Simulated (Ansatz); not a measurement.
## Effect of isotropic strain +3.00 % on MgSe

The parent structure is MgSe in the rock salt structure (space group Fm-3m, No. 225; a = 5.450 Å).

Perturbation: the cell is scaled by 1.0300 in all directions, atoms relaxed at fixed cell.

Calculations: DFT with PBEsol, PAW potentials and a 420 eV plane-wave cutoff in Ansatz (a program for electronic structure), scalar-relativistic without spin-orbit coupling. Γ-centred 10×10×10 mesh, Fermi–Dirac width 0.05 eV.

The volume per atom increases by 1.88 Å³, from 20.23 Å³ to 22.11 Å³ and the shortest interatomic distance goes up by 0.082 Å to 2.807 Å. The energy grows by 30 meV/atom and the pressure goes from zero to -47.8 kbar. The band gap falls by 0.14 eV, from 1.78 eV to 1.64 eV and the gap character is still indirect, Γ → X. The smallest direct gap decreases by 0.549 eV, from 2.50 eV to 1.96 eV and the mean gap deformation potential ΔEg/Δln V comes out as -1.6 eV. The electron mass changes from 0.49 mₑ along k, 0.23 mₑ across (at X) to 0.47 mₑ along k, 0.23 mₑ across (at X) and the hole mass (degenerate bands, along [100]) becomes 0.14, 0.85, 0.85 mₑ (at Γ) (base: 0.16, 0.77, 0.77 mₑ (at Γ)). The valley order (the lowest conduction-band minima on the path, energy above the VBM, named in the base's zone) goes from X along ⟨100⟩ 1.78 eV; Γ 2.50 eV to X along ⟨100⟩ 1.64 eV; Γ 1.96 eV.

Effective masses come from finite differences of ±0.01 Å⁻¹. Along k means along the line from Γ to the band edge. Whether these cells are dynamically stable was not tested.
